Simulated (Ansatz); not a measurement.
SrTiO3 (I4/mcm, No. 140, 10 atoms in the cell; start mp-4651)

Computed with r²SCAN in Ansatz (plane waves, PAW).

Settings: plane-wave cutoff 500 eV, 10×10×10 k mesh, Fermi–Dirac smearing 0.05 eV, no spin polarisation, scalar-relativistic PAW data made under PBE.

Cell (relaxed at this level):

```cif
data_O6Sr2Ti2
_chemical_formula_sum 'Sr2 Ti2 O6'
_space_group_name_H-M_alt 'P 1'
_space_group_IT_number 1
_cell_length_a 5.52630
_cell_length_b 5.52630
_cell_length_c 5.52630
_cell_angle_alpha 120.100
_cell_angle_beta 120.100
_cell_angle_gamma 89.827
loop_
_space_group_symop_operation_xyz
  'x, y, z'
loop_
_atom_site_label
_atom_site_type_symbol
_atom_site_fract_x
_atom_site_fract_y
_atom_site_fract_z
_atom_site_occupancy
Sr1 Sr 0.75000 0.25000 0.50000 1
Sr2 Sr 0.25000 0.75000 0.50000 1
Ti1 Ti 0.00000 0.00000 0.00000 1
Ti2 Ti 0.50000 0.50000 0.00000 1
O1 O 0.76667 0.26667 0.03334 1
O2 O 0.23333 0.73333 0.96666 1
O3 O 0.26667 0.23333 0.50000 1
O4 O 0.73333 0.76667 0.50000 1
O5 O 0.75000 0.75000 0.00000 1
O6 O 0.25000 0.25000 0.00000 1
```

| Property | Result |
|---|---|
| band gap | 2.31 eV (on the SCF k mesh) |

Note: the relaxation could not lower the start's symmetry, so the cell can be a saddle point above a distorted one.

Spin–orbit coupling is not included.

The computed numbers hold no vibrational or temperature effects.

It cost around 2.4 core-minutes (rough) of CPU time.

A start named mp-… is a Materials Project structure, which need not be a measured phase.

Ansatz is a quantum-chemistry and plane-wave program.
